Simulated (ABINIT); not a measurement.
Troubleshooting ABINIT: a failed run on K2NaMoBr6 (Fm-3m, 10 atoms in the cell). The aim is a self-consistent single point with DFT, PBEsol, plane waves, PAW (JTH v2.0 PBE PAW, files made for PBE).

Cell that was meant: a = 7.7692 Å, b = 7.7692 Å, c = 7.7692 Å, α = 60.00°, β = 60.00°, γ = 60.00°.

Part of the input:

```
         0.2372200000    0.2372200000    0.7627800000
         0.7627800000    0.7627800000    0.2372200000
ecut 30 Ha
pawecutdg 24 Ha
ixc -116133
nsppol 2
spinat
```

Output (repeated stretches shortened):

```
 Perdew, Burke & Ernzerhof SOL
 J. P. Perdew, A. Ruzsinszky, G. I. Csonka, O. A. Vydrov, G. E. Scuseria, L. A. Constantin, X. Zhou, and K. Burke, Phys. Rev. Lett. 100, 136406 (2008)
 Perdew, Burke & Ernzerhof SOL
 J. P. Perdew, A. Ruzsinszky, G. I. Csonka, O. A. Vydrov, G. E. Scuseria, L. A. Constantin, X. Zhou, and K. Burke, Phys. Rev. Lett. 100, 136406 (2008)

--- !WARNING
src_file: m_parser.F90
src_line: 2527
message: |

     chkdpr: ERROR -
      Context : the value of the variable pawecutdg>=ecut is   0.
      The value of the input variable pawecutdg is  2.400000000000E+01,
      while it must be larger or equal to  3.000000000000E+01.
      Action: you should change the input variables pawecutdg or pawecutdg>=ecut.
...

--- !ERROR
src_file: m_chkinp.F90
src_line: 4218
mpi_rank: 0
message: |
    Checking consistency of input data against itself gave 1 inconsistency.
    The details of the problem can be found above (or in output or log file).
    In parallel, the details might not even be printed there. Then, try running in sequential to see the details.
...

 abinit_abort: decision taken to exit. Check above messages for more info
Abort(13) on node 0 (rank 0 in comm 0): application called MPI_Abort(MPI_COMM_WORLD, 13) - process 0

--- !WARNING
src_file: m_parser.F90
src_line: 2527
message: |

     chkdpr: ERROR -
      Context : the value of the variable pawecutdg>=ecut is   0.
      The value of the input variable pawecutdg is  2.400000000000E+01,
      while it must be larger or equal to  3.000000000000E+01.
      Action: you should change the input variables pawecutdg or pawecutdg>=ecut.
...

--- !ERROR
src_file: m_chkinp.F90
src_line: 4218
mpi_rank: 0
message: |
    Checking consistency of input data against itself gave 1 inconsistency.
    The details of the problem can be found above (or in output or log file).
    In parallel, the details might not even be printed there. Then, try running in sequential to see the details.
...
```

Task: Read the log: what does the program object to, and what is the fix?

Result: The fault is a density cutoff or grid that is too coarse; here the program stops on it instead of giving results. To fix it, restore the density cutoff. The program stopped before any SCF iteration.

The sound input it was made from differs as follows (other fixes are possible):
```diff
-pawecutdg 24 Ha
+pawecutdg 60 Ha
```

With that input, the run converged in 22 iterations: free energy E − TS -6960.16 eV; pressure -1.47 GPa; largest force (vector length) 0.268 eV/Å; size of the cell's spin moment 3.00 μB; site moments (μB, in the program's spheres or projections) K 0.00, K 0.00, Na 0.00, Mo 2.08, Br 0.02, Br 0.02, Br 0.02, Br 0.02, Br 0.02, Br 0.02 (DFT, PBEsol, plane waves, PAW (JTH v2.0 PBE PAW, files made for PBE)).

On the sound input: the starting cell comes from a database of computed structures (which also holds hypothetical and non-ambient phases and stackings), without a prior relaxation at this level. With one magnetic atom in the cell only a parallel order is possible. The potentials were made for another functional than the one used.

These are the values that this program gave, and no reference: the one-centre exchange-correlation terms come from a truncated expansion.
